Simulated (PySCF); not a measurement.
PySCF 2.14.0, PBE0/def2-tzvp, df: Hf(OH)4 ([OH][Hf]([OH])([OH])[OH]), 9 atoms. The geometry is a generated start, not checked to be a minimum at this level.

```yaml
task: energy
method: pbe0
basis: def2-tzvp
two_electron_scheme: density fitting
mol.max_memory: 3000 MB
mf.max_cycle: 100
mf.init_guess: minao (default)
mf.DIIS: CDIIS (default)
mf.diis_space: 8 (default)
mf.conv_tol: 1e-09 (default)
mf.grids.level: 3 (default)
effective_core_potentials: those of the basis set, past Kr
basis_functions: 188
grid_points: 119352
```

```xyz
9

Hf     0.0225    -0.2259    -0.0449
O      1.5181    -0.4017    -1.1544
H      2.1363     0.3366    -1.1085
O      0.4704    -0.0003     1.7548
H      0.3403     0.9211     2.0117
O     -0.6632     1.4329    -0.5763
H     -1.0222     1.4009    -1.4711
O     -1.2998    -1.5455    -0.1387
H     -1.5025    -1.9182     0.7273
```

Charge 0 and multiplicity 1 are set for this test and not shown to be the ground state.

One run each on 2 threads, 1 BLAS thread. Values of level_shift (Hartree) tried: 0 (default), 0.1, 0.3, 1.

Task: Predict the course of the Fock builds along this series.

Result: Fewest Fock builds, within one of each other: 0 (default) with 12, 0.1 with 12. The count rises to 32 at 1. All converge to one solution.

| level_shift (Hartree) | Fock builds | end |
|---|---|---|
| 0 (default) | 12 | same solution |
| 0.1 | 12 | same solution |
| 0.3 | 16 | same solution |
| 1 | 32 | same solution |
